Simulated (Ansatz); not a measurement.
Consider SiC in the zinc blende structure (space group F-43m, No. 216; a = 4.356 Å).

Now apply this change: an isotropic linear strain of +5.41 %, atoms relaxed at fixed cell.

Levels (all Ansatz, a quantum-chemistry and plane-wave program, PAW): r2SCAN (500 eV, without spin-orbit coupling); HSE06 (420 eV, no SOC).

The geometry is relaxed with r2SCAN.

| Item | Value |
|---|---|
| r2SCAN band gap | 1.80 eV |

Q: How does going to HSE06 change the band gap?

A: The band gap goes up by 0.50 eV to 2.30 eV.

Single points use the geometry relaxed with r2SCAN. The hybrid gap comes from the SCF mesh plus the semilocal run's edge points and a few special points and is an upper bound. Stability against distortions was not tested.
